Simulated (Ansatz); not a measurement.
The starting structures come from a database of crystals and need not be the phases stable at ambient conditions.

The decay constant κ of evanescent states in the gap governs leakage through a thin film.

```
CELL_PARAMETERS angstrom
      4.19619     0.00000     0.00000
      0.00000     4.19590     0.00000
      0.00000     0.00000    11.86900
ATOMIC_POSITIONS crystal
  Pb 0.75000 0.74958 0.87500
  Pb 0.25000 0.25042 0.12500
  Pb 0.25000 0.24958 0.62500
  Pb 0.75000 0.75042 0.37500
  S  0.75000 0.74960 0.62500
  S  0.25000 0.25040 0.37500
  S  0.25000 0.24960 0.87500
  S  0.75000 0.75040 0.12500
```

Space group of this cell: Pnma, rock salt. The cell was relaxed by PBE-D3(BJ); by r2SCAN its mean pressure is 1.2 GPa.

Transport runs along the normal of the first two printed cell vectors.

The gap is the functional's own. No spin-orbit coupling. Mid-gap values are interpolated on the energy grid.

Task: Predict the band gap and the smallest decay constant κ at mid-gap from r2SCAN run with Ansatz (an electronic-structure program).

Result: Gap 0.62 eV on a 8×8×4 mesh; κ = 0.075 1/Å, at (0.500, 0.000) of the in-plane reciprocal vectors. At the zone centre, at the nearest computed energy, the slowest state has κ = 0.16 1/Å.
